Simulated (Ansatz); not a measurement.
Consider As in the A7 type structure (space group R-3m, No. 166; a = 3.761 Å, c = 10.734 Å (hexagonal axes); layered). Axes: x lies along a and z along c of the hexagonal cell.

Computed with r2SCAN+rVV10/PAW in Ansatz (a first-principles code), scalar-relativistic without spin-orbit coupling.

Before the change:

| Quantity | Result |
|---|---|
| Shortest interatomic distance | 4.757 bohr |
| Pressure | 0.0 GPa |

It is then changed as follows: uniaxial strain ε_yy = +4.43 %, all other strain components held at zero; the atoms relax in the strained cell.

Problem. Estimate the effect on the shortest interatomic distance, energy relative to the base, largest internal atomic displacement and pressure.

Solution. The shortest interatomic distance grows by 0.0203 bohr, from 4.757 bohr to 4.778 bohr; the energy goes up by 17 meV/atom; the largest internal atomic displacement amounts to 0.013 Å; the pressure (mean of the normal stresses, compression positive) goes from zero to -2.8 GPa.

Without a gap, meshes like the base's 15×15×15 leave anisotropic stresses uncertain by several tenths of a GPa, and small strain energies with them. No phonon test of stability was made.
